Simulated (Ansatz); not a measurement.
AlRu: pressure series

The parent structure is AlRu in the CsCl type structure (space group Pm-3m, No. 221; a = 2.9764 Å).

Cell and atoms are relaxed at each pressure.

Computed with PBEsol in Ansatz (plane waves to 420 eV, PAW, spin-orbit coupling left out).

| pressure (GPa) | volume per atom (Å³/atom) |
|---|---|
| -2 | 13.307 |
| -1 | 13.244 |
| 0 | 13.183 |
| 0.9 | 13.130 |
| 2.1 | 13.060 |
| 4.5 | 12.927 |
| 9 | ? |
| 15 | 12.416 |
| 22.5 | 12.107 |

**Question.** Fit the third-order Birch–Murnaghan form P(V) = (3B₀/2)[(V₀/V)^(7/3) − (V₀/V)^(5/3)]·[1 + (3/4)(B₀′ − 4)((V₀/V)^(2/3) − 1)] (squares taken in P) to the rows shown and predict the withheld row.

**Answer.** Least squares on the printed values gives V₀ = 13.183 Å³/atom, B₀ = 219 GPa, B₀′ = 4.3; this predicts 12.695 Å³/atom, and the run gives 12.695 Å³/atom, in agreement.

Load acts through the strain it causes; cell and atoms are relaxed under it. Stability against distortions was not tested. Competing high-pressure phases were not computed. The final runs are not spin-polarised.

Ansatz is a quantum-chemistry and plane-wave program.
